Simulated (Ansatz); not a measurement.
# Pt: response to strain

The parent structure is Pt in the fcc (Cu type) structure (space group Fm-3m, No. 225; a = 3.972 Å; relaxed with 0.1 eV smearing).

Strains are applied to the cell and any free atomic positions relax.

Method: PBE (Ansatz, an electronic-structure program, PAW, without spin-orbit coupling).

Notes on the quantities. energy relative to the base: free energy F.

```json
[
 {"variant": "base", "energy relative to the base": "0 meV/atom", "pressure": "0.0 GPa", "shortest interatomic distance": "2.809 Å"},
 {"variant": "isotropic strain −3.00 %", "energy relative to the base": "+112 meV/atom", "pressure": "28.8 GPa", "shortest interatomic distance": "2.724 Å"},
 {"variant": "isotropic strain −2.50 %", "energy relative to the base": "+76 meV/atom", "pressure": "23.0 GPa", "shortest interatomic distance": "2.738 Å"},
 {"variant": "isotropic strain −2.00 %", "energy relative to the base": "+47 meV/atom", "pressure": "17.6 GPa", "shortest interatomic distance": "2.752 Å"},
 {"variant": "isotropic strain −1.50 %", "energy relative to the base": "+26 meV/atom", "pressure": "12.6 GPa", "shortest interatomic distance": "2.767 Å"},
 {"variant": "isotropic strain −1.00 %", "energy relative to the base": "+11 meV/atom", "pressure": "8.1 GPa", "shortest interatomic distance": "2.781 Å"},
 {"variant": "isotropic strain −0.50 %", "energy relative to the base": "+2.8 meV/atom", "pressure": "3.9 GPa", "shortest interatomic distance": "2.795 Å"},
 {"variant": "isotropic strain +1.00 %", "energy relative to the base": "+10 meV/atom", "pressure": "-6.8 GPa", "shortest interatomic distance": "2.837 Å"},
 {"variant": "isotropic strain +1.50 %", "energy relative to the base": "+23 meV/atom", "pressure": "-9.7 GPa", "shortest interatomic distance": "2.851 Å"},
 {"variant": "isotropic strain +2.00 %", "energy relative to the base": "+40 meV/atom", "pressure": "-12.4 GPa", "shortest interatomic distance": "2.865 Å"}
]
```

Whether these cells are dynamically stable was not tested. All final runs are without spin polarisation. Pt lies near a magnetic instability that expansion can trigger; it was not tested.
